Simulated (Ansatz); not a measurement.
Ansatz (a program for electronic structure) run on VOs (P4mm, 2 atoms in the cell): self-consistent single point.

Method: LDA (PW92), default PAW files made with PBE (plane waves; Ansatz).

The change in words: lattice scaled by 0.98; basis.ecutwfc: 30.9 Ry → 10.7 Ry. Reference geometry:
```xyz
2
Lattice="3.0015 0.0000 0.0000 0.0000 3.0015 0.0000 0.0000 0.0000 3.0015" Properties=species:S:1:pos:R:3 pbc="T T T"
V      0.0000     0.0000     0.0500
Os     1.5007     1.5007     1.5007
```
Moments meant for the start (each program seeds them in its own way; μB, in the order of the atoms V Os): 2.0 0.0.

Reference input (self-consistent single point, DFT, LDA (PW92), plane waves, default PAW files made with PBE): basis.ecutwfc = 30.9 Ry; kpoints.mp_grid.grid = 9 9 9; hamiltonian.xc = lda; hamiltonian.pseudopotentials = {kind: paw} (the program's default PAW files); magnetization.spin_polarized = true; scf.occupations.method = fermi_dirac; scf.occupations.width = 0.0073 Ry. This run's input differs from it in these lines:

Ansatz 0.2 input:
```diff
@@ -3,10 +3,10 @@
   lattice:
-    - [3.001487, 0.000000, 0.000000]
-    - [0.000000, 3.001487, 0.000000]
-    - [0.000000, 0.000000, 3.001487]
+    - [2.941457, 0.000000, 0.000000]
+    - [0.000000, 2.941457, 0.000000]
+    - [0.000000, 0.000000, 2.941457]
   atoms:
-    - { symbol: V, position_ang: [0.000000, 0.000000, 0.049999], spin: 2.0 }
-    - { symbol: Os, position_ang: [1.500744, 1.500744, 1.500744] }
+    - { symbol: V, position_ang: [0.000000, 0.000000, 0.048999], spin: 2.0 }
+    - { symbol: Os, position_ang: [1.470729, 1.470729, 1.470729] }
 basis:
-  ecutwfc: 30.9 Ry
+  ecutwfc: 10.7 Ry
 kpoints:
```

Log, with long lists cut:

```
SCF iter   1: F=—  HF=-13930.816389 eV  |F-HF|=—  |Δ(HF+E_count)|=         —  Δρ=2.90e-1 (↑2.90e-1 ↓1.58e-1)  dr2=2.82e1  dr2_m=2.66e0  M=0.003 μB ∫|m|=0.039 μB  β_m=0.30  ethr=3.10e-3  ⟨swp⟩=4.3  Hψ=12199  notcnv=0
Mixer restart at iter 1: flushing history
all-band conjugate gradients solve this SCF's bands
preconditioner: auto → none
   [... lines left out ...]
SCF iter  12: F=—  HF=-13910.666068 eV  |F-HF|=—  |Δ(HF+E_count)|=   8.09e-9  Δρ=1.35e-6 (↑7.12e-7 ↓1.35e-6)  dr2=1.50e-9  dr2_m=3.48e-11  M=0.000 μB ∫|m|=0.000 μB  β_m=0.74  ethr=3.69e-11  ⟨swp⟩=2.1  Hψ=3955  notcnv=0
SCF iter  13: F=-13910.666068 eV  HF=-13910.666068 eV  |F-HF|=1.22e-10  |Δ(HF+E_count)|=   1.12e-9  Δρ=3.60e-7 (↑2.39e-7 ↓3.60e-7)  dr2=1.37e-10  dr2_m=2.60e-12  M=-0.000 μB ∫|m|=0.000 μB  ethr=5.16e-12  ⟨swp⟩=1.0  Hψ=7721  notcnv=0
SCF 1 converged in 13 iterations: F = -13910.666068 eV  dr2 = 1.37e-10
WARN: the starting moments were not kept: the SCF closed with an absolute magnetisation of 1.8e-6 μB, where they sum to 2 μB in size (1 site) …
Magnetization: -0.0000 μB (14.5000 up, 14.5000 down)
   [... lines left out ...]
Absolute magnetization: 0.0000 μB (∫|ρ↑−ρ↓|, with the PAW one-centre terms)
Free energy (F): -13910.666068 eV
Fermi energy:    24.288728 eV
   [... lines left out ...]
  atom   2  Os    -0.00000000     0.00000000     1.37580483
--- Stress (GPa, compression-positive) ---
      -37.060659       0.000000      -0.000000
        0.000000     -37.060659       0.000000
       -0.000000       0.000000     -38.130548
  P = ⅓ Tr σ = -37.4173 GPa (-374.173 kbar)
  The stress holds the Pulay correction. Without it, at fixed plane waves, as pw.x and ABINIT print it: P = -1255.5781 GPa
```

The run converged in 13 iterations. Against the reference run the free energy rises by 34.4 eV/atom, the pressure goes from -9.66 to -37.42 GPa and the largest force goes from 0.081 to 1.376 eV/Å.

The starting cell comes from a database of computed structures (which also holds hypothetical and non-ambient phases and stackings), without a prior relaxation at this level. Its lattice was rescaled by up to half a per cent. One atom was moved a little off its site on purpose. For this run, on top of that: lattice scaled by 0.98. The starting moments vanished: the run ended non-magnetic, which need not be the lowest state. The program warned that a starting moment was not kept. Forces in this geometry exceed 1 eV/Å. Ansatz's pressure includes its estimate of the finite-basis (Pulay) stress. Without the estimate this run gives -1255.58 GPa. The cutoff lies below the one recommended for these files.
